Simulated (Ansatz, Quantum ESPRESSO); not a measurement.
## Code comparison for LaAl₂BRu₂ (P4/mmm, 6 atoms in the cell)

Zone-centre phonon calculation.

```yaml
crystal:
  lattice:
    - [4.22935, 0.00000, 0.00000]
    - [0.00000, 4.22935, 0.00000]
    - [0.00000, 0.00000, 5.67992]
  atoms:
    - { symbol: La, position: [0.00000, 0.00000, 0.50000] }
    - { symbol: Al, position: [0.50000, 0.50000, 0.74577] }
    - { symbol: Al, position: [0.50000, 0.50000, 0.25423] }
    - { symbol: B, position: [0.00000, 0.00000, 0.00000] }
    - { symbol: Ru, position: [0.50000, 0.00000, 0.00000] }
    - { symbol: Ru, position: [0.00000, 0.50000, 0.00000] }
```

Shared settings, as Ansatz (a quantum-chemistry and plane-wave program) writes them: kpoints.mp_grid.grid = 5 5 4; scf.occupations.method = gaussian; scf.occupations.width = 0.0037 Ry. Potentials and cutoffs stand in the table.

```csv
code,model,highest zone-centre frequency (cm⁻¹),cutoff
Quantum ESPRESSO,"LDA (PZ), GBRV 1.5 ultrasoft (LDA) pseudopotentials",524,40 Ry
Ansatz,"LDA (PW92), PAW files made with PBE",521,30.9 Ry
```

On Ansatz's run: spin polarisation is off.

The spread over the programs that give each value: highest zone-centre frequency within 3.0 cm⁻¹.

The same LDA comes in different parametrisations, which differ slightly.

The starting cell comes from a database of computed structures (which also holds hypothetical and non-ambient phases and stackings), without a prior relaxation at this level.

Keys are those of Ansatz 0.2.
